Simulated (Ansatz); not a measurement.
Consider TiSi2 (space group Cmcm, No. 63; a = 3.546 Å, b = 13.563 Å, c = 3.580 Å). Axes: x, y, z lie along a, b, c of the conventional cell.

It is then changed as follows: the cell is compressed by 2.81 % along z with no lateral relaxation; the atoms relax in the strained cell.

Levels (all Ansatz, a first-principles code, PAW): PBE (420 eV, spin-orbit coupling left out); r2SCAN (500 eV, no SOC).

The geometry is relaxed with PBE.

| Property | Result |
|---|---|
| PBE pressure | 4.7 GPa |

With r2SCAN at the same geometry, the pressure shrinks by 2.0 GPa, from 4.7 GPa to 2.7 GPa.

Single points use the geometry relaxed with PBE. Their cutoffs differ, which shifts pressures a little. No phonon test of stability was made. All final runs are without spin polarisation.
